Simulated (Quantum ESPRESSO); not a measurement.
Input and output of a self-consistent single point for Mg2SiS4 (Pnma, 28 atoms in the cell) (Quantum ESPRESSO).

Method of the run: PBEsol, GBRV 1.5 ultrasoft (PBESOL) pseudopotentials (plane waves; Quantum ESPRESSO).

```xyz
28
Lattice="12.5371 0.0000 0.0000 0.0000 7.3332 0.0000 0.0000 0.0000 5.8484" Properties=species:S:1:pos:R:3 pbc="T T T"
Mg     0.0000     3.6666     0.0000
Mg     6.2685     3.6666     2.9242
Mg     6.2685     0.0000     2.9242
Mg     0.0000     0.0000     0.0000
Mg     9.6344     5.4999     2.8784
Mg     2.9027     1.8333     2.9700
Mg     9.1713     1.8333     5.8026
Mg     3.3658     5.4999     0.0458
Si     7.3891     5.4999     5.2990
Si     5.1480     1.8333     0.5494
Si    11.4165     1.8333     2.3748
Si     1.1206     5.4999     3.4736
S      7.4256     5.4999     1.5251
S      5.1115     1.8333     4.3233
S     11.3800     1.8333     4.4494
S      1.1570     5.4999     1.3991
S      5.4521     5.4999     4.4544
S      7.0850     1.8333     1.3940
S      0.8164     1.8333     1.5302
S     11.7207     5.4999     4.3182
S      8.3506     3.8458     4.4080
S      4.1865     3.4874     1.4404
S     10.4550     3.4874     1.4838
S      2.0820     3.8458     4.3646
S      2.0820     7.1540     4.3646
S     10.4550     0.1792     1.4838
S      4.1865     0.1792     1.4404
S      8.3506     7.1540     4.4080
```

Reference input (self-consistent single point, DFT, PBEsol, plane waves, GBRV 1.5 ultrasoft (PBESOL) pseudopotentials): ecutwfc = 40 Ry; ecutrho = 200 Ry; occupations = smearing; smearing = gaussian; degauss = 0.0036749 Ry; potentials = {Mg: mg_pbesol_v1.4.uspp.F.UPF, Si: si_pbesol_v1.uspp.F.UPF, S: s_pbesol_v1.4.uspp.F.UPF}; K_POINTS = automatic 2 2 3 0 0 0; conv_thr = 1e-08 Ry; mixing_beta = 0.5. This run's input differs from it in these lines:

```diff
@@ -57,3 +57,3 @@
 K_POINTS automatic
-2 2 3  0 0 0
+2 3 3  0 0 0
 CELL_PARAMETERS alat
```

Log, with long lists cut:

```
     Self-consistent Calculation

     iteration #  1     ecut=    40.00 Ry     beta= 0.50

     Threshold (ethr) on eigenvalues was too large:
     Diagonalizing with lowered threshold

     total energy              =   -1425.54309801 Ry
     estimated scf accuracy    <       1.22651973 Ry

     iteration #  2     ecut=    40.00 Ry     beta= 0.50

     total energy              =   -1425.73096510 Ry
     estimated scf accuracy    <       0.07834665 Ry

     iteration #  3     ecut=    40.00 Ry     beta= 0.50

     total energy              =   -1425.73721117 Ry
     estimated scf accuracy    <       0.01592716 Ry

   [... 5 blocks of this kind left out ...]

     iteration #  9     ecut=    40.00 Ry     beta= 0.50

     total energy              =   -1425.73885516 Ry
     estimated scf accuracy    <       0.00000001 Ry

     iteration # 10     ecut=    40.00 Ry     beta= 0.50
     End of self-consistent calculation

     the Fermi energy is     6.8478 ev

!    total energy              =   -1425.73885517 Ry
     estimated scf accuracy    <          7.2E-09 Ry
     smearing contrib. (-TS)   =      -0.00000000 Ry
     internal energy E=F+TS    =   -1425.73885517 Ry

     convergence has been achieved in  10 iterations

     Forces acting on atoms (cartesian axes, Ry/au):

     atom    1 type  1   force =     0.00000000   -0.00000000    0.00000000
     atom    2 type  1   force =     0.00000000    0.00000000   -0.00000000
     atom    3 type  1   force =     0.00000000    0.00000000    0.00000000
     atom    4 type  1   force =     0.00000000    0.00000000    0.00000000
     atom    5 type  1   force =     0.00093557    0.00000000   -0.00064985
   [... 19 lines left out ...]
   [... lines left out ...]

     Total force =     0.085229     Total SCF correction =     0.000238

          total   stress  (Ry/bohr**3)                   (kbar)     P=       29.41
   0.00019196   0.00000000   0.00000000           28.24        0.00        0.00
   0.00000000   0.00019133   0.00000000            0.00       28.15        0.00
   0.00000000   0.00000000   0.00021659            0.00        0.00       31.86

   JOB DONE.
```

The run converged in 10 iterations. Against the reference run the free energy falls by 2.6 meV/atom, the pressure hardly changes (2.98 to 2.94 GPa), the largest force goes from 0.550 to 0.560 eV/Å and the gap on the mesh hardly changes (2.881 to 2.883 eV).

The starting cell comes from a database of computed structures (which also holds hypothetical and non-ambient phases and stackings), without a prior relaxation at this level. Its lattice was rescaled by a random factor within 2.5 % of one.

Cost on one core of a shared machine: roughly 10 min.
